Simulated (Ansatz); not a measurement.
## How far PBE and PBEsol part for BaTiO3, biaxial strain −1.04 %, plane normal [001], relaxed out of plane

The parent structure is BaTiO$_{3}$ (space group P4mm, No. 99; a = 3.985 Å, c = 4.204 Å). Axes: x, y, z lie along a, b, c of the conventional cell.

(Cell as relaxed with PBE.)

Levels (all Ansatz, a program for electronic structure, PAW, earlier PAW set): PBE (420 eV, no SOC); PBEsol (420 eV, no SOC).

Each level relaxes its own structure.

```json
[
 {"base": "volume per atom", "PBE": "13.35 Å³", "PBEsol": "12.66 Å³"},
 {"base": "lattice parameter a", "PBE": "398.5 pm", "PBEsol": "395.5 pm"},
 {"base": "band gap", "PBE": "1.85 eV", "PBEsol": "1.85 eV"}
]
```

One thing is altered: biaxial strain −1.04 %, plane normal [001], relaxed out of plane (Cartesian); in-plane vectors clamped, the third vector and the atoms free.

```csv
quantity,PBE,PBEsol
out-of-plane strain,+2.10 %,(withheld)
energy relative to the base (free energy F),+2.0 meV/atom,(withheld)
shortest interatomic distance,180.5 pm,(withheld)
```

Q: Predict the PBEsol column.

A: 
- out-of-plane strain, PBEsol: +1.48 %
- energy relative to the base (free energy F), PBEsol: +2.6 meV/atom
- shortest interatomic distance, PBEsol: 183.0 pm

PBE's out-of-plane strain lies 0.627 % above PBEsol's; PBE's energy relative to the base lies 0.6 meV/atom below PBEsol's; PBE's shortest interatomic distance lies 2.5 pm below PBEsol's (1.4 %). Neither level is exact; PBEsol is the comparison here, not a measurement.

Whether these cells are dynamically stable was not tested. All final runs are without spin polarisation.
